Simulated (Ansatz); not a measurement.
Pd3SnC (model structure, started from the Ni3MgC type, Pm-3m, No. 221, 5 atoms in the cell) was calculated with PBEsol (PAW; Ansatz, a first-principles code).

Numerical settings: plane-wave cutoff 520 eV, 14×14×14 k mesh, Fermi–Dirac smearing 0.05 eV, scalar-relativistic PAW data made under PBE.

Cell (relaxed at this level):

Space group Pm-3m (No. 221); a = b = c = 4.1733 Å, α = β = γ = 90.00°

```json
[
 {"atom": "Sn", "site": "1a", "symmetry": "m-3m", "x": "0.0000", "y": "0.0000", "z": "0.0000"},
 {"atom": "Pd", "site": "3c", "symmetry": "4/mm.m", "x": "0.0000", "y": "0.5000", "z": "0.5000"},
 {"atom": "C", "site": "1b", "symmetry": "m-3m", "x": "0.5000", "y": "0.5000", "z": "0.5000"}
]
```

Task: Predict the bulk modulus B0.

Result: 
- bulk modulus B0: 180 GPa

The run finds no gap.

Note: the bulk modulus is −V dP/dV from two relaxed cells at ±2 % in volume; the relaxation could raise the start's symmetry but not lower it, so the cell can be a saddle point.

Spin–orbit coupling is not included; it can open a gap where bands touch, and shift volumes and moduli.

Computed values are for the static lattice.

Cost on a shared machine: roughly 100 core-seconds.

A model structure was made by putting elements into a prototype or built by hand; it is no filed structure, need not be a known phase, and can be a saddle point held by its symmetry.
